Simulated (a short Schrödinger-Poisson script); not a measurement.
**MOS inversion layer, SiO2 on p-type Si(100)**

Stack: MOS inversion layer, SiO2 on p-type Si(100), at 400 K.

| layer | material | thickness (nm) | Na (cm⁻³) |
|---|---|---|---|
| 1 | SiO2 | 1.7 | - |
| 2 | Si | 330 | 3.4e18 |

Constants are typed, rounded textbook-type inputs, not results; the design itself was drawn at random and stands for no fabricated device. SiO2: permittivity 3.9, conduction-band edge (eV) 3.15, gap (eV) 9, electron mass (mₑ) 0.5. Si: permittivity 11.7, conduction-band edge (eV) 0, gap (eV) 1.124, Nv at 300 K (cm⁻³) 3.1e19.

Channel valleys (confinement mass, in-plane density-of-states mass, number): Δ2 0.916, 0.19, 2; Δ4 0.19, 0.417, 4. At the gate the conduction-band edge of layer 1 lies 3.3 eV − eVg above the Fermi level of the channel; the field vanishes at the back. Gaps are held at their typed values at every temperature. Mesh 0.03 nm at interfaces.

From a short Schrödinger-Poisson script (our own, NumPy): 1D Poisson equation in equilibrium, electrons quantum, Hartree (BenDaniel-Duke, 12 states a valley, the channel's in-plane mass for all, wave functions free to enter the dielectric), parabolic valleys, classical holes, full ionisation, no traps, pinning or gate leakage.

```tsv
Vg (V)	electrons (cm⁻²)	C (μF/cm²)	Δ2 E0 (meV)	Δ2 E1 (meV)	Δ4 E0 (meV)	Δ4 E1 (meV)
0.2	3.55e6	0.502	506.9	610.5	580.3	744.4
0.25	9.62e6	0.492	472.0	578.0	546.9	715.5
0.3	2.63e7	0.481	436.7	545.1	513.1	686.1
0.35	7.28e7	0.472	401.1	511.8	478.9	656.1
0.4	2.03e8	0.463	365.3	478.2	444.3	625.6
0.45	5.73e8	0.456	329.1	444.2	409.4	594.6
0.5	1.63e9	0.450	292.7	409.9	374.3	563.2
0.55	4.64e9	0.450	256.2	375.4	338.9	531.6
0.6	1.32e10	0.464	219.8	341.0	303.7	499.9
0.65	3.67e10	0.512	184.2	307.3	269.2	468.8
0.7	9.55e10	0.627	150.7	275.7	236.8	439.5
0.75	2.20e11	0.812	121.5	248.2	208.7	414.2
0.8	4.28e11	1.01	97.8	226.3	186.1	393.9
0.85	7.15e11	1.18	79.3	209.5	168.6	378.5
0.9	1.06e12	1.30	64.8	196.7	155.1	366.7
0.95	1.45e12	1.39	53.1	186.6	144.4	357.6
1	1.87e12	1.45	43.3	178.4	135.6	350.2
1.05	2.31e12	1.49	35.0	171.7	128.2	344.2
1.1	2.77e12	1.53	27.6	165.9	121.9	339.1
1.15	3.23e12	1.56	21.1	161.0	116.3	334.7
1.2	3.71e12	1.58	15.2	156.6	111.3	330.9
```

Subbands count from the Fermi level.
